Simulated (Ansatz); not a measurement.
Checking a run of Ansatz (a quantum-chemistry and plane-wave program) on BaZrO₃ (Pm-3m, 5 atoms in the cell). The aim is a self-consistent single point with DFT, PBE, plane waves, default PAW files.

Cell that was meant: a = 4.2971 Å, b = 4.2971 Å, c = 4.2971 Å, α = 90.00°, β = 90.00°, γ = 90.00°.

Part of the input:

Ansatz 0.2 input:
```yaml
    - { symbol: O, position: [0.50000000, 0.00000000, 0.50000000] }
    - { symbol: O, position: [0.00000000, 0.50000000, 0.50000000] }
    - { symbol: O, position: [0.50000000, 0.50000000, 0.00000000] }
total_charge: 1.0
kpoints:
  mp_grid: { grid: [8, 8, 8], shift: [0.5, 0.5, 0.5] }
hamiltonian:
```

The program printed (abridged):

```
WARN basis.ecutwfc = 420 eV, the default
WARN ansatz: RAYON_NUM_THREADS=1 ignored (pool sized by the plan → 1); use --threads N
   [... lines left out ...]
Symmetry: 48 space group operations
Space group: Pm-3m (ITA 221), of the structure as read, at distance tolerance 4.3e-5 Å
k-points: 20 of 512
Initial density: superposition of atomic densities (neutral atoms scaled as one to the charged cell's electrons …
Initial wavefunctions: pseudopotential atomic-orbital guess
Eigensolver: davidson
Functional: x = pbe(κ = 0.804, μ = 0.2195149727645171), c = pbe(β = 0.06672455060314922)
SCF iter   1: F=—  HF=-11853.369435 eV  |F-HF|=—  |Δ(HF+E_count)|=         —  Δρ=3.26e-2  dr2=7.95e-1  ethr=1.77e-3  ⟨swp⟩=6.8  Hψ=2668  notcnv=0
all-band conjugate gradients solve this SCF's bands
preconditioner: auto → Kerker (q_TF=auto, 2.424 Å⁻¹)
SCF iter   2: F=—  HF=-11853.137786 eV  |F-HF|=—  |Δ(HF+E_count)|=   2.32e-1  Δρ=1.54e-2  dr2=2.69e-1  ethr=1.77e-3  ⟨swp⟩=3.0  Hψ=1139  notcnv=0  defer=20
   [... lines left out ...]
SCF iter   6: F=—  HF=-11853.030758 eV  |F-HF|=—  |Δ(HF+E_count)|=   2.32e-5  Δρ=1.17e-4  dr2=1.90e-5  ethr=6.21e-7  ⟨swp⟩=2.1  Hψ=806  notcnv=0  defer=20
SCF iter   7: F=—  HF=-11853.030858 eV  |F-HF|=—  |Δ(HF+E_count)|=   9.99e-5  Δρ=2.83e-5  dr2=3.93e-7  ethr=4.87e-8  ⟨swp⟩=2.0  Hψ=901  notcnv=0  defer=20
SCF iter   8: F=-11853.030858 eV  HF=-11853.030858 eV  |F-HF|=2.93e-8  |Δ(HF+E_count)|=   6.43e-7  Δρ=4.61e-6  dr2=1.76e-8  ethr=2.56e-10  ⟨swp⟩=10.5  Hψ=2580  notcnv=0
SCF 1 converged in 8 iterations: F = -11853.030858 eV  dr2 = 1.76e-8
Free energy (F): -11853.030858 eV
Internal energy: -11853.029187 eV  (E = F + TS)
E sigma→0 (E₀):  -11853.030023 eV
Entropy (-TS):   -0.001671 eV (-0.334 meV/atom)
Fermi energy:    8.017666 eV
--- Forces (eV/Å), atoms counted from 1 ---
  atom   1  Ba     0.00000000     0.00000000    -0.00000000
   [... zero for the other atoms too ...]
--- Stress (GPa, compression-positive) ---
        7.739114      -0.000000      -0.000000
        0.000000       7.739114       0.000000
        0.000000       0.000000       7.739114
  P = ⅓ Tr σ = 7.7391 GPa (77.391 kbar)
  The stress holds the Pulay correction. Without it, at fixed plane waves, as pw.x and ABINIT print it: P = 7.2807 GPa
```

Problem. Is anything amiss in this input, and did it matter?

Solution. The run is not sound. The fault is an unintended net charge. A charged periodic cell changes the electron count and is neutralised by a uniform background, so energy, forces and pressure belong to another system. To fix it, remove the charge. The run converged in 8 iterations without an error; against the sound input the pressure goes from -6.60 to 7.74 GPa and no clean gap remains on the mesh (levels overlap or are partly filled), against 3.25 eV before.

The sound input it was made from differs as follows (other fixes are possible):
```diff
-total_charge: 1.0
```

With that input, the run converged in 6 iterations: free energy E − TS (on the zero of these files) -11844.6129 eV; top of the valence band (on the code's own zero) 8.85 eV; gap on the k-point mesh 3.25 eV; pressure -6.60 GPa (DFT, PBE, plane waves, default PAW files).

On the sound input: the starting cell comes from a database of computed structures (which also holds hypothetical and non-ambient phases and stackings), without a prior relaxation at this level. Its lattice was rescaled by a random factor within 2.5 % of one. With a pressure of about -7 GPa the cell is away from its equilibrium volume at this level. Ansatz's pressure includes its estimate of the finite-basis (Pulay) stress. The shifted mesh does not hold Γ, so a gap read on it misses any band edge there.
